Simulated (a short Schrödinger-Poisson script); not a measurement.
Structure: gated Al0.3Ga0.7As/GaAs δ-doped gas in a quantum well, at 20 K.

```tsv
layer	material	thickness (nm)	Na (cm⁻³)
1	Al0.3Ga0.7As	20	-
2	Al0.3Ga0.7As	2	-
3	GaAs	10	-
4	Al0.3Ga0.7As	4000	3e14
```

Constants are typed, rounded textbook-type inputs, not results; the design itself was drawn at random and stands for no fabricated device. Al0.3Ga0.7As: permittivity 12.05, conduction-band edge (eV) 0.237, gap (eV) 1.798, electron mass (mₑ) 0.0919, Nv at 300 K (cm⁻³) 9e18. GaAs: permittivity 12.9, conduction-band edge (eV) 0, gap (eV) 1.424, Nv at 300 K (cm⁻³) 9e18.

Channel valleys (confinement mass, in-plane density-of-states mass, number): Γ 0.067, 0.067, 1. At the gate the conduction-band edge of layer 1 lies 0.99 eV − eVg above the Fermi level of the channel; the field vanishes at the back. Sheet of ionised δ-doping: +2.7e12 e/cm² at 20 nm from the gate. The barrier under the gate holds no holes. Gaps are held at their typed values at every temperature. Mesh 0.08 nm at interfaces.

From a short Schrödinger-Poisson script (our own, NumPy): 1D Poisson equation in equilibrium, electrons quantum, Hartree (BenDaniel-Duke, 40 states a valley, the channel's in-plane mass for all, wave functions free to enter the barrier), parabolic valleys, classical holes, full ionisation, no traps, pinning or gate leakage.

The same stack at other levels of the model or other numerical settings:

```tsv
run	sheet density of all electrons at Vg = 0.5 V (cm⁻²)	sheet density of all electrons at Vg = 0 V (cm⁻²)	capacitance at Vg = 0.5 V (μF/cm²)	centroid of the channel electrons at Vg = 0.5 V (nm)	rough cost against the base
base	1.23e12	2.74e9	0.408	4.00	about 1
electrons treated as classical, Boltzmann	[?]	7.29e10	0.481	0.42	0.02
electrons treated as classical, Fermi-Dirac	1.26e12	5.37e10	0.403	[?]	0.1
electrons treated as quantum, Hartree plus LDA exchange-correlation	1.27e12	6.12e9	0.412	3.94	about 1
mesh six times as coarse	1.23e12	2.57e9	0.408	[?]	0.3
one subband a valley	1.23e12	2.74e9	0.408	4.00	0.3
```

Problem. What belongs in the gaps?

Solution. 
- electrons treated as classical, Fermi-Dirac, centroid of the channel electrons at Vg = 0.5 V (nm): 3.62
- mesh six times as coarse, centroid of the channel electrons at Vg = 0.5 V (nm): 3.97
- electrons treated as classical, Boltzmann, sheet density of all electrons at Vg = 0.5 V (cm⁻²): 1.56e12

The classical rows ignore confinement, and Boltzmann statistics overrate the density once the band edge passes the Fermi level.
